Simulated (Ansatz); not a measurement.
The starting structures come from a database of crystals and need not be the phases stable at ambient conditions.

 Where the default PAW files enter, the runs use the earlier of Ansatz's two default sets.

# Evanescent states of KBiF$_{6}$ (P-4c2, not sure to be the ambient phase, 16 atoms a cell, 18.8 Å³ an atom, -4 GPa at this level) along the normal of (001)

All values below come from r2SCAN (plane waves, PAW; Ansatz, a quantum-chemistry and plane-wave program).

The gap is the functional's own, uncorrected, and κ follows it; spin-orbit coupling is left out. Mid-gap values are interpolated between the computed energies.

Energies count from the valence-band top; κ is the least over a 6×6 mesh across the current.

```csv
E (eV),κ (1/Å),where
0.08,0.300,Γ
0.24,0.368,Γ
0.40,0.413,Γ
0.56,0.446,Γ
0.72,0.470,Γ
0.88,(withheld),Γ
1.04,(withheld),Γ
1.20,(withheld),Γ
1.36,(withheld),Γ
1.52,(withheld),Γ
1.68,(withheld),Γ
1.84,(withheld),Γ
2.00,(withheld),Γ
2.16,(withheld),Γ
2.32,(withheld),Γ
2.48,0.443,Γ
2.64,0.414,Γ
2.80,0.374,Γ
2.96,0.318,Γ
3.12,0.223,Γ
```

Question: Complete the blanks.

Answer: 
- 0.88, κ (1/Å): 0.487
- 1.04, κ (1/Å): 0.499
- 1.20, κ (1/Å): 0.507
- 1.36, κ (1/Å): 0.511
- 1.52, κ (1/Å): 0.512
- 1.68, κ (1/Å): 0.510
- 1.84, κ (1/Å): 0.504
- 2.00, κ (1/Å): 0.495
- 2.16, κ (1/Å): 0.482
- 2.32, κ (1/Å): 0.466
